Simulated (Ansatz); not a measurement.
Take TiC in the rock salt structure (space group Fm-3m, No. 225; relaxed with 0.1 eV smearing) as the base.

```xyz
2
Lattice="0.0000 2.1639 2.1639 2.1639 0.0000 2.1639 2.1639 2.1639 0.0000" Properties=species:S:1:pos:R:3 pbc="T T T"
Ti     0.0000     0.0000     0.0000
C      2.1639     2.1639     2.1639
```

Cartesian axes are those of the cell as printed.

Computed with Ansatz (an electronic-structure program) r2SCAN, no SOC.

Perturbation: uniaxial strain ε_zz = −3.00 %, all other strain components held at zero; the atoms relax in the strained cell.

**Question.** Predict the stress tensor and what it implies for the stiffness.

**Answer.** Stress of the strained cell less that of the base (GPa, compression positive):
```
    4.1     0.0     0.0
    0.0     4.1     0.0
    0.0     0.0    18.8
```

Then −Δσ_ii/ε with ε = -0.0300 gives secant stiffness values (nonlinear terms included at this strain): C33 ≈ 626 GPa, C13 ≈ 136 GPa and C23 ≈ 136 GPa.

As a check, the harmonic strain energy −½ V₀ Δσ:ε is 18 meV/atom; the computed energy rise is 17 meV/atom.

Stability against distortions was not tested. The final runs are not spin-polarised.
